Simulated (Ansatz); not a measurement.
**A self-consistent single point of a (001) slab of MgAl2 (cut from a parent of space group no. 164; 3 atoms in the cell) with Ansatz (a quantum-chemistry and plane-wave program)**

Method: PBEsol, default PAW files made with PBE (plane waves; Ansatz).

Input as run:

Ansatz 0.2 input:
```yaml
crystal:
  lattice:
    - [2.948680, 0.000000, 0.000000]
    - [-1.474340, 2.553632, 0.000000]
    - [0.000000, 0.000000, 18.974803]
  atoms:
    - { symbol: Mg, position: [0.000000, 0.000000, 0.500000] }
    - { symbol: Al, position: [0.333333, 0.666667, 0.368910] }
    - { symbol: Al, position: [0.666667, 0.333333, 0.631090] }
basis:
  ecutwfc: 30.9 Ry
kpoints:
  mp_grid:
    grid: [12, 12, 1]
hamiltonian:
  xc: pbesol
  pseudopotentials:
    kind: paw
scf:
  occupations:
    method: fermi_dirac
    width: 0.0073 Ry
output:
  forces: true
  eigenvalues: true
  stress: true
```

Output, abridged:

```
WARN the atoms were moved onto the symmetric positions of the space group found under crystal.symmetry.tolerance 1.0e-5 (fractional …
WARN ansatz: RAYON_NUM_THREADS=1 ignored (pool sized by the plan → 1); use --threads N
Pseudopotentials: kind: paw
Pseudopotential: Mg, paw, valence charge 10
Pseudopotential: Al, paw, valence charge 3
Crystal: 3 atoms, lattice volume = 142.877 Å³
Basis set: ecut = 420.4159175005146 eV, 2727 PW (Γ), exchange–correlation on 40×40×256 points (8 copies of the dense FFT grid, shifted against one another)
Bands: 12, of which v1, the nominal top of the filled ones, is band 8 counted from 1 (7 counted from 0)
Symmetry: 12 space group operations
Space group: P-3m1 (ITA 164), of the structure as read, at distance tolerance 5.2e-5 Å
k-points: 19 of 144
PAW frozen core: Mg, regenerated for the run's functional, and the local potential with it
PAW frozen core: Al, regenerated for the run's functional, and the local potential with it
Initial density: superposition of atomic densities (neutral atoms: chi_scale 0, normalization atom), corrected by the library's trained network
Initial wavefunctions: pseudopotential atomic-orbital guess
Eigensolver: davidson
Functional: x = pbesol(κ = 0.804, μ = 0.12345679012345678), c = pbesol(β = 0.046)
SCF iter   1: F=—  HF=-2960.137002 eV  |F-HF|=—  |Δ(HF+E_count)|=         —  Δρ=2.25e-3  dr2=8.29e-2  ethr=1.77e-3  ⟨swp⟩=8.3  Hψ=1810  notcnv=0
all-band conjugate gradients solve this SCF's bands
preconditioner: auto → LDOS
SCF iter   2: F=—  HF=-2960.127744 eV  |F-HF|=—  |Δ(HF+E_count)|=   9.26e-3  Δρ=1.36e-3  dr2=5.11e-3  ethr=5.18e-4  ⟨swp⟩=2.0  Hψ=441  notcnv=0
SCF iter   3: F=—  HF=-2960.127806 eV  |F-HF|=—  |Δ(HF+E_count)|=   6.15e-5  Δρ=2.08e-4  dr2=7.23e-4  ethr=3.19e-5  ⟨swp⟩=2.2  Hψ=340  notcnv=0
SCF iter   4: F=—  HF=-2960.127732 eV  |F-HF|=—  |Δ(HF+E_count)|=   7.34e-5  Δρ=3.28e-5  dr2=8.77e-6  ethr=4.52e-6  ⟨swp⟩=1.8  Hψ=251  notcnv=0
SCF iter   5: F=—  HF=-2960.127782 eV  |F-HF|=—  |Δ(HF+E_count)|=   4.97e-5  Δρ=6.00e-6  dr2=5.97e-8  ethr=5.48e-8  ⟨swp⟩=2.1  Hψ=322  notcnv=0
SCF iter   6: F=-2960.127782 eV  HF=-2960.127782 eV  |F-HF|=1.00e-8  |Δ(HF+E_count)|=   1.36e-7  Δρ=1.97e-6  dr2=1.29e-8  ethr=3.73e-10  ⟨swp⟩=5.9  Hψ=1286  notcnv=0
SCF 1 converged in 6 iterations: F = -2960.127782 eV  dr2 = 1.29e-8
SCF converged after 6 iterations
Free energy (F): -2960.127782 eV
Harris-Foulkes:  -2960.127782 eV  (|F-HF|=1.00e-8)
Internal energy: -2960.082005 eV  (E = F + TS)
E sigma→0 (E₀):  -2960.104893 eV
Entropy (-TS):   -0.045778 eV (-15.259 meV/atom)
Fermi energy:    0.216742 eV
--- Per-component energies (eV) ---
  E_band       = -428.859014
  E_kinetic    = 115.863651
  E_local      = -6646.352931  (includes V_loc(G=0)·N_el)
  E_nonlocal   = 117.452202
  E_hartree    = 3054.255711
  E_xc         = -104.345226
  E_vxc        = -91.408640  (∫ρ·V_xc dr)
  E_paw        = -1189.916266  (= ΣΔE_a)
  E_vpaw       = -32.915123  (= ΣTr[D̂ρ^β])
  E_aug_tail   = -0.000007  (compensation charges beyond the density's cutoff)
  E_ewald      = 1692.863722
  E_core_change = 0.097140  (= ΣΔE_core)
  E_smearing   = -0.045778  (= −TS)
  E_closure    = -0.000000  (closes the sum)
  Σ components = -2960.127782   (vs F -2960.127782, Δ=0.00e0)
--- Forces (eV/Å), atoms counted from 1 ---
  atom   1  Mg     0.00000000     0.00000000     0.00000000
  atom   2  Al    -0.00000000     0.00000000     0.01009851
  atom   3  Al     0.00000000    -0.00000000    -0.01009851
  max |Σ_I F_I| component: 1.73e-18 eV/Å
--- Stress (GPa, compression-positive) ---
       -1.724082       0.000000       0.000000
       -0.000000      -1.724082       0.000000
        0.000000       0.000000      -0.056295
  P = ⅓ Tr σ = -1.1682 GPa (-11.682 kbar)
  The stress holds the Pulay correction. Without it, at fixed plane waves, as pw.x and ABINIT print it: P = -1.1786 GPa
--- Band table (eV; the first three rows and the last of 19) ---
  k-point 0: bands = ["-75.1285", "-42.0618", "-42.0469", "-42.0469", "-8.5043", "-7.8572", "-4.6103", "-2.0923", "1.0614", "3.5224", "4.1575", "5.8054"]
  k-point 1: bands = ["-75.1280", "-42.0613", "-42.0510", "-42.0479", "-8.3460", "-7.7011", "-4.4539", "-1.9450", "1.2107", "3.6725", "4.3155", "5.9460"]
  k-point 2: bands = ["-75.1269", "-42.0621", "-42.0598", "-42.0506", "-7.8726", "-7.2337", "-3.9869", "-1.5035", "1.6521", "4.1036", "4.7872", "6.1601"]
  k-point 18: bands = ["-75.1215", "-42.0892", "-42.0892", "-42.0526", "-1.2325", "-1.2325", "-1.0524", "-0.7396", "-0.4663", "-0.4663", "2.2513", "2.2513"]
```

The run converged in 6 iterations.

The starting cell comes from a database of computed structures (which also holds hypothetical and non-ambient phases and stackings), without a prior relaxation at this level. The slab is cut from that crystal, and its faces are unrelaxed. Its lattice was rescaled by up to half a per cent.
